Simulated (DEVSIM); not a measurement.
System: abrupt Ge p-n junction, at 300 K.

| layer (left to right) | material | thickness (μm) | Nd (cm⁻³) | Na (cm⁻³) | τn (s) | τp (s) |
|---|---|---|---|---|---|---|
| 1 | Ge | 0.150 | - | 1.5e16 | 9.6e-6 | 9.6e-6 |
| 2 | Ge | 2.00 | 1.4e17 | - | 9.6e-6 | 9.6e-6 |

Left contact: ohmic. Right contact: ohmic. Voltage is applied to the left contact. Recombination: SRH at mid-gap, radiative, Auger. Mobility is μmin + (μ − μmin)/(1 + (N/Nref)^α).

Constants are typed, rounded textbook-type inputs, not results; the design itself was drawn at random and stands for no fabricated device. Values at 300 K; Nc and Nv go as T^1.5, mobilities as T to minus their exponent, the gap by Varshni's rule with the affinity fixed.

| parameter | Ge |
|---|---|
| gap (eV) | 0.664 |
| affinity (eV) | 4 |
| permittivity | 16 |
| Nc (cm⁻³) | 1.04e19 |
| Nv (cm⁻³) | 6e18 |
| μn (cm²/Vs) | 3900 |
| μp (cm²/Vs) | 1900 |
| μn,min | 150 |
| μp,min | 100 |
| Nref,n | 2.6e17 |
| Nref,p | 4e17 |
| αn | 0.56 |
| αp | 0.6 |
| T exponent of μn | 1.66 |
| T exponent of μp | 2.33 |
| B (cm³/s) | 6.4e-14 |
| Cn (cm⁶/s) | 1e-31 |
| Cp (cm⁶/s) | 1e-31 |
| Varshni α (eV/K) | 0.000477 |
| Varshni β (K) | 235 |

Model (solved in DEVSIM): 1D drift-diffusion, Boltzmann statistics, complete ionisation; no tunnelling, impact ionisation, image-force lowering or self-heating.

The temperature was swept, all else fixed.

| temperature (K) | largest field in the device at zero bias (V/cm) | potential step across the device at zero bias (V) |
|---|---|---|
| 250 | 40000 | 0.473 |
| 300 | 36000 | 0.398 |
| 350 | 32000 | 0.320 |
| 400 | 28000 | 0.240 |
| 450 | 25000 | 0.162 |
| 500 | 21000 | 0.101 |

From the first row to the last the largest field in the device at zero bias goes from 40000 to 21000. From the first row to the last the potential step across the device at zero bias goes from 0.473 to 0.101.
